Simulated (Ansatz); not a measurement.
Functionals compared on CH3 on the 1x1 (111) surface of fcc Pt, one in a 2x2 cell, started at the site 'top Pt', in Ansatz (plane waves, PAW). The structure was relaxed with PBE; the other rows are single points on it, each with its references at the same level. Cutoff 420 eV (500 eV for r2SCAN).

Model: 20-atom slab, 6.9 Å thick at the start under the adsorbate (thin: gaps and levels are the slab's own), 6x6x1 mesh, Fermi-Dirac 0.1 eV, dipole correction, 8 atoms held, the rest relaxed; symmetry of the start imposed; spin-polarised, no spin-orbit, no U, no dispersion correction. The starting moment vanished. At the end it is bonded to Pt. In PBE it is, or lies within 0.03 eV of, the lowest of the starts that converged. These notes are the PBE run's. r2SCAN: The program's check for a lower electronic state was not made. Adsorption energies are against CH4(g) − ½ H2(g). A negative adsorption energy means that the adsorbate is more stable on the surface than in its reference.

| functional | adsorption energy (eV) | work function of the top face (eV) | change of the work function (eV) | magnetic moment of the cell (μB) | rough cost of the single point |
|---|---|---|---|---|---|
| PBE | 0.48 | 4.86 | -0.82 | 0.00 | – |
| RPBE | 0.65 | 4.75 | -0.77 | 0.00 | around 3 core-minutes (rough) |
| r2SCAN | 0.31 | 4.91 | -0.84 | 0.00 | around 13 core-minutes (rough) |

Ansatz is a program for electronic structure.
